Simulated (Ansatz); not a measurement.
An Ansatz (an electronic-structure program) input (PBEsol (Ansatz, PAW, scalar-relativistic without spin-orbit coupling)):

Ansatz 0.2 input:
```yaml
crystal:
  lattice:
    - [2.7562938524, 1.5913469976, 4.8451038801]
    - [-2.7562938524, 1.5913469976, 4.8451038801]
    - [0, -3.1826939953, 4.8451038801]
  atoms:
    - { symbol: In, position: [0.1425333235, 0.1425333235, 0.1425333235] }
    - { symbol: In, position: [0.8574666765, 0.8574666765, 0.8574666765] }
    - { symbol: In, position: [0.3574666765, 0.3574666765, 0.3574666765] }
    - { symbol: In, position: [0.6425333235, 0.6425333235, 0.6425333235] }
    - { symbol: O, position: [0.5458722404, 0.25, 0.9541277596] }
    - { symbol: O, position: [0.4541277596, 0.75, 0.0458722404] }
    - { symbol: O, position: [0.9541277596, 0.5458722404, 0.25] }
    - { symbol: O, position: [0.0458722404, 0.4541277596, 0.75] }
    - { symbol: O, position: [0.25, 0.9541277596, 0.5458722404] }
    - { symbol: O, position: [0.75, 0.0458722404, 0.4541277596] }
basis: { ecutwfc: 420, ecutrho_ratio: 4, xc_grid: 2, fft_grid_basis: typed }
kpoints: { mp_grid: { grid: [7, 7, 7] } }
hamiltonian:
  xc: pbesol
  dispersion: none
  pseudopotentials: { kind: paw }
scf: { occupations: { method: fermi_dirac, width: 0.05 }, convergence: { dr2_threshold: 0.000000001 } }
output: { forces: true, stress: true }
```

**Question.** Which symmetry and how many k-points will the program report, and about how many plane waves at Γ?

**Answer.** Space group R-3c (ITA 167) with 12 operations, k-points 44 of 343, and 2489 plane waves at Γ.

Stability against distortions was not tested. The cell is In$_{2}$O$_{3}$ in the corundum structure (space group R-3c, No. 167).
